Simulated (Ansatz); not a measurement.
TiSi2: response to strain

Start from TiSi2 (space group Fddd, No. 70).

```
CELL_PARAMETERS angstrom
      0.00000     4.11477     4.26030
      2.38957     0.00000     4.26030
      2.38957     4.11477     0.00000
ATOMIC_POSITIONS crystal
  Si 0.66253 0.33747 0.66253
  Si 0.33747 0.66253 0.33747
  Si 0.58747 0.91253 0.58747
  Si 0.91253 0.58747 0.91253
  Ti 0.00000 0.00000 0.00000
  Ti 0.25000 0.25000 0.25000
```

Cartesian axes are those of the cell as printed.

Strains are applied to the cell and any free atomic positions relax; under biaxial strain the out-of-plane vector relaxes too; under stress the whole cell relaxes.

All numbers come from r2SCAN (Ansatz, a first-principles code; PAW; 500 eV plane waves; spin-orbit coupling left out).

Notes on the quantities. energy relative to the base: free energy F; pressure: mean of the normal stresses, compression positive.

| case | volume per atom | energy relative to the base | pressure | space group |
|---|---|---|---|---|
| base | 13.96 Å³ | 0 meV/atom | 0.0 GPa | Fddd (No. 70) |
| biaxial strain −2.91 %, plane normal [001], relaxed out of plane | 13.27 Å³ | +28 meV/atom | 7.8 GPa | Fddd (No. 70) |
| biaxial strain −0.52 %, plane normal [001], relaxed out of plane | 13.84 Å³ | +0.8 meV/atom | 1.2 GPa | Fddd (No. 70) |
| isotropic strain −5.29 % | 11.86 Å³ | +198 meV/atom | 34.9 GPa | Fddd (No. 70) |
| isotropic strain −2.69 % | 12.87 Å³ | +47 meV/atom | 14.7 GPa | Fddd (No. 70) |
| uniaxial strain ε_yy = −1.61 % | 13.74 Å³ | +3.9 meV/atom | 2.2 GPa | Fddd (No. 70) |
| uniaxial strain ε_zz = +1.07 % | 14.11 Å³ | +2.0 meV/atom | -1.8 GPa | Fddd (No. 70) |
| uniaxial stress, 2 GPa tension along x | 14.03 Å³ | +0.6 meV/atom | – | Fddd (No. 70) |
| tensor shear ε_xz = +3.30 % | 13.95 Å³ | +21 meV/atom | 0.3 GPa | C2/c (No. 15) |
| tensor shear ε_xz = +1.26 % | 13.96 Å³ | +3.1 meV/atom | 0.0 GPa | C2/c (No. 15) |

Without a gap, meshes like the base's 13×13×13 leave anisotropic stresses uncertain by several tenths of a GPa, and small strain energies with them. Stability under load was not tested beyond the relaxation. The final runs are not spin-polarised.
